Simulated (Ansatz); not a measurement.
**Migration barriers: Al-vacancy pair in rock-salt ZrN, neutral cell**

Consider Al-vacancy pair (Al on one host Zr site, one Zr site vacant) in rock-salt ZrN, neutral cell. Computed with PBE, PAW (plane waves to 420 eV; Ansatz, a program for electronic structure).

Cell of 64 host sites held at the relaxed PBE lattice; a 2×2×2 k-point mesh shifted by half a step; Fermi-Dirac width 0.10 eV, spin-restricted; finite-size errors left in. Static, classical nuclei. Forms of the defect that were not tried may lie lower.

Barriers: single points on a 3×3×3 k-point mesh shifted by half a step at the bands' geometries (they differ from the bands' own by up to 0.23 eV, and are uncertain by about as much).

| Route | Start site over the lowest site run (eV) | Hop (Å) | Forward barrier (eV) | Backward barrier (eV) | Neighbours at the start | Neighbours at the saddle | Saddle order | Forward, on the band's own sampling (eV) |
|---|---|---|---|---|---|---|---|---|
| the Al atom itself jumps into the vacancy (Al-vacancy distance between ideal sites 3.25 Å throughout) | 0.00 | 2.74 | 1.44 | 1.44 | 2 N at 2.01, 2 N at 2.15, 2 N at 2.42 Å | 2 N at 1.80, 2 N at 2.22 Å | not checked, on a symmetry element | 1.21 |

Paths come from nudged elastic bands with a climbing image.  A band can be held on a symmetry element, so unchecked saddle points there may be too high.

The whole set of runs took about 1.0 core-hours (a rough figure).
